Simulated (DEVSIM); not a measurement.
Structure: illuminated Si n-on-p cell, one wavelength, at 350 K.

```csv
layer (left to right),material,thickness (μm),Nd (cm⁻³),Na (cm⁻³),τn (s),τp (s),absorption coefficient (cm⁻¹)
1,Si,0.290,9.4e18,-,1.2e-6,8.4e-7,130
2,Si,23.0,-,2.7e16,4.2e-6,4.2e-6,130
```

Left contact: ohmic, minority hole recombination velocity 20 cm/s. Right contact: ohmic, minority electron recombination velocity 10000 cm/s. Voltage is applied to the left contact. Recombination: SRH at mid-gap, radiative, Auger. Gap narrowing is on: ΔEg = 6.92 meV × (l + √(l² + 0.5)), l = ln(N/1.3e17 cm⁻³), shared equally by both band edges. Light enters at the left, 4.8e17 photons cm⁻² s⁻¹, one pass, no reflection. Mobility is constant in doping.

This is a model device: material constants are rounded textbook-type values typed into the input, and sizes, dopings and lifetimes were drawn at random. Values at 300 K; Nc and Nv go as T^1.5, mobilities as T to minus their exponent, the gap by Varshni's rule with the affinity fixed.

| parameter | Si |
|---|---|
| gap (eV) | 1.124 |
| affinity (eV) | 4.05 |
| permittivity | 11.7 |
| Nc (cm⁻³) | 2.86e19 |
| Nv (cm⁻³) | 3.1e19 |
| μn (cm²/Vs) | 1417 |
| μp (cm²/Vs) | 470 |
| T exponent of μn | 2.3 |
| T exponent of μp | 2.2 |
| B (cm³/s) | 4.7e-15 |
| Cn (cm⁶/s) | 2.8e-31 |
| Cp (cm⁶/s) | 9.9e-32 |
| Varshni α (eV/K) | 0.000473 |
| Varshni β (K) | 636 |

Model (solved in DEVSIM): 1D drift-diffusion, Boltzmann statistics, complete ionisation; no tunnelling, impact ionisation, image-force lowering or self-heating.

The photon flux was swept, all else fixed.

| photon flux (cm^-2 s^-1) | short-circuit current (mA/cm²) | open-circuit voltage (V) | fill factor | largest power (mW/cm²) |
|---|---|---|---|---|
| 1.4e16 | ___ | ___ | ___ | 0.114 |
| 4.8e16 | 1.59 | 0.380 | 0.73 | 0.444 |
| 1.4e17 | 4.65 | 0.413 | 0.75 | 1.44 |
| 4.8e17 | 15.9 | 0.450 | 0.76 | 5.48 |
| 1.4e18 | 46.5 | 0.482 | 0.77 | 17.3 |
| 4.8e18 | 159 | 0.519 | 0.79 | 65.1 |
| 1.4e19 | 466 | 0.552 | 0.79 | 204 |

**Question.** What belongs in the gaps?

**Answer.** 
- 1.4e16, short-circuit current (mA/cm²): 0.465
- 1.4e16, open-circuit voltage (V): 0.343
- 1.4e16, fill factor: 0.72
